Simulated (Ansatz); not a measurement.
# BaTiO3: stress against strain

BaTiO3 (cubic perovskite, Pm-3m, 12.513 Å³/atom at rest, cube axes along x, y and z) under a strain ε along a cube axis (axis z), the other axes held. PBEsol in Ansatz, a plane-wave DFT program (PAW, default set), 420 eV, 8×8×8 Γ-centred mesh, Fermi-Dirac smearing 0.05 eV; ions are relaxed within the symmetry of each cell. Stress is positive for a compressed cell.

Here s stands for strain and y for stress zz.

| strain (%) | stress zz (GPa) |
|---|---|
| -1.20 | 4.07 |
| -0.60 | 1.97 |
| 0.00 | -0.01 |
| 0.60 | -1.86 |
| 1.20 | -3.60 |
| 3.00 | ? |

Fit y against s with a straight line, and predict the withheld value at s = 3.00.

Means: s 0, y 0.114. About the means, the sum of products is -11.502 and the sum of squares of s is 3.6000; the slope is their ratio. Least squares gives y = 0.114 - 3.1950·s. Residuals (row less fit): 0.122, -0.061, -0.124, -0.057, 0.120; standard error 0.131 (degrees of freedom: 3). The slope gives the elastic constant C11 = 320 ± 7 GPa. At the withheld row, y = 0.114 - 3.1950 × 3.0 = -9.471 GPa. The calculation gives -8.21 GPa, 1.261 GPa above the prediction (10.3 % of the range of y in the table). The row lies outside the fitted rows, so this is an extrapolation. From the scatter of the fitted rows alone, a prediction at this place has a standard error of 0.252 GPa, so the miss is 5.0 times that.

One order more, fitted to all 11 runs of the series, follows each within 0.04, so the miss is the next term of a smooth law. The primitive cell can neither tilt nor turn polar against its symmetry, as such crystals can under strain. BaTiO3 is here the ideal cubic form; the compound distorts at low or room temperature. Rows are the converged runs of the series near zero and its far end; series whose fitted rows scatter by over a few per cent of the range, as at a crossing or softening among them, aren't shown in this form. Most that stay on the fit to the last digits aren't either.
